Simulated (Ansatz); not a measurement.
Here is the system:

```
CELL_PARAMETERS angstrom
      2.07230     1.19644     9.75526
     -2.07230     1.19644     9.75526
      0.00000    -2.39289     9.75526
ATOMIC_POSITIONS crystal
  Bi 0.39922 0.39922 0.39922
  Bi 0.60078 0.60078 0.60078
  Se 0.00000 0.00000 0.00000
  Se 0.21462 0.21462 0.21462
  Se 0.78538 0.78538 0.78538
```

No spin polarisation.

0.726 electrons added to each cell, a density of 5.0×10^21 cm⁻³, with a uniform compensating background at fixed cell and a 300 K Fermi–Dirac width.

Computed with r2SCAN+rVV10 (Ansatz, an electronic-structure program; PAW; 500 eV plane waves; spin-orbit coupling left out). k-mesh 13×13×13 (Γ-centred); smearing 0.0259 eV (Fermi–Dirac).

Task: What Fermi level relative to the doped band's edge (positive inside the band; to 0.05 eV) does the calculation give?

Result: +1.05 eV.

Task: What gap character does the calculation give?

Result: Direct at Γ.

Charged cell with a jellium background: band edges are those of the host's band count, energies are not comparable with the neutral cell, and many-body gap narrowing is missing. Spin-orbit coupling, missing from the scalar runs, can matter with Bi. Stability against distortions was not tested. The cell was made from Bi$_{2}$Se$_{3}$ in the Bi2Te3 type structure (space group R-3m, No. 166) by this change: electrons 5.0×10^21 cm⁻³.
